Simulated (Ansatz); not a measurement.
# A computed series for SrTiO3: pressure series

The reference is SrTiO3 in the cubic perovskite structure (space group Pm-3m, No. 221).

Space group Pm-3m (No. 221); a = b = c = 3.9070 Å, α = β = γ = 90.00°

| atom | site | symmetry | x | y | z |
|---|---|---|---|---|---|
| Sr | 1a | m-3m | 0.0000 | 0.0000 | 0.0000 |
| Ti | 1b | m-3m | 0.5000 | 0.5000 | 0.5000 |
| O | 3c | 4/mm.m | 0.0000 | 0.5000 | 0.5000 |

Cell and atoms are relaxed at each pressure.

Method: DFT with r2SCAN, PAW potentials and a 500 eV plane-wave cutoff in Ansatz (a first-principles code), no spin-orbit coupling.

```csv
change,band gap,width of the top valence band,volume per atom,smallest direct gap
base,2.26 eV,1.06 eV,11.93 Å³,2.63 eV
pressure −2 GPa,2.24 eV,1.05 eV,12.06 Å³,2.61 eV
pressure −1 GPa,2.25 eV,1.05 eV,11.99 Å³,2.62 eV
pressure 0.3 GPa,2.26 eV,1.06 eV,11.91 Å³,2.63 eV
pressure 0.7 GPa,2.27 eV,1.06 eV,11.88 Å³,2.63 eV
pressure 1.5 GPa,2.28 eV,1.06 eV,11.83 Å³,2.64 eV
pressure 3 GPa,2.30 eV,1.07 eV,11.75 Å³,2.65 eV
pressure 5 GPa,2.32 eV,1.08 eV,11.63 Å³,2.67 eV
pressure 7.5 GPa,2.34 eV,1.09 eV,11.50 Å³,2.69 eV
pressure 10 GPa,2.37 eV,1.09 eV,11.37 Å³,2.70 eV
```

Load acts through the strain it causes; cell and atoms are relaxed under it. Stability against distortions was not tested. Competing high-pressure phases were not computed. All final runs are without spin polarisation. Many cubic perovskites are stable only at high temperature; tilts and polar distortions were not tested.
